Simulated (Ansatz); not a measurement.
**GaAs (model structure, started from the CsCl type, Pm-3m, No. 221, 2 atoms in the cell): properties by level of theory**

```
level (code)           equilibrium lattice constant a (Å)  cohesive energy (eV/atom)
---------------------  ----------------------------------  -------------------------
PBEsol (Ansatz)                                     3.307                       3.08
PBE-D3(BJ) (Ansatz)                                 3.313                 (withheld)
r²SCAN+rVV10 (Ansatz)                          (withheld)                       2.75
```

### Question
Complete the blanks.

### Answer

- PBE-D3(BJ) (Ansatz, a program for electronic structure), cohesive energy (eV/atom): 3.00
- r²SCAN+rVV10 (Ansatz), equilibrium lattice constant a (Å): 3.323

Ansatz's density-functional and Hartree–Fock values are scalar-relativistic unless marked +SOC, with PAW data made under PBE.

Free atoms are spin-polarised, in the lowest state found; at levels without +SOC their spin–orbit coupling is left out.

Computed values are for the static lattice.

A model structure was made by putting elements into a prototype or built by hand; it is no filed structure, need not be a known phase, and can be a saddle point held by its symmetry.
